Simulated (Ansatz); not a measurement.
# AlAs: response to strain

Base system: AlAs in the zinc blende structure (space group F-43m, No. 216).

```
AlAs
1.0
    0.00000     2.83713     2.83713
    2.83713     0.00000     2.83713
    2.83713     2.83713     0.00000
As Al
1 1
Direct
  0.75000   0.75000   0.75000
  0.00000   0.00000   0.00000
```

Cartesian axes are those of the cell as printed.

Strains are applied to the cell and any free atomic positions relax; under biaxial strain the out-of-plane vector relaxes too.

Computed with Ansatz (a first-principles code), PBEsol, PAW, cutoff 420 eV, spin-orbit coupling left out, earlier PAW set.

Candidates:
(a) biaxial strain +1.75 %, plane normal [110], relaxed out of plane
(b) uniaxial strain ε_yy = −2.45 %
(c) biaxial strain +4.88 %, plane normal [001], relaxed out of plane

Before the change:

- Smallest direct gap: 1.91 eV

Problem. Order them by smallest direct gap, lowest first.

Solution. (c) biaxial strain +4.88 %, plane normal [001], relaxed out of plane (1.25 eV), (a) biaxial strain +1.75 %, plane normal [110], relaxed out of plane (1.56 eV), (b) uniaxial strain ε_yy = −2.45 % (2.02 eV)

A biaxial case was relaxed in a doubled cell and then solved in the primitive one. Whether these cells are dynamically stable was not tested.
